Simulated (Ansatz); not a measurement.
The parent structure is ScAs in the zinc blende structure (space group F-43m, No. 216; a = 6.039 Å; a hypothetical phase, not in the database extracts checked). Axes: x, y, z lie along the cube axes.

Calculations: Ansatz (an electronic-structure program), PBEsol, PAW, cutoff 420 eV, no spin-orbit coupling.

Before the change:

- Band gap: 1.48 eV

It is then changed as follows: compressive biaxial strain of 2.24 % in the plane normal to [001], as in epitaxy on a mismatched substrate; the out-of-plane cell vector and the atoms relax.

Q: How does this affect the band gap?

A: The band gap decreases by 0.269 eV, from 1.48 eV to 1.22 eV.

Q: What does the calculation give for the ratio −ε⊥/ε∥ after the change?

A: The ratio −ε⊥/ε∥ comes out as 1.67.

Semilocal Kohn–Sham gaps tend to fall short of experiment. Whether these cells are dynamically stable was not tested. The final runs are not spin-polarised.
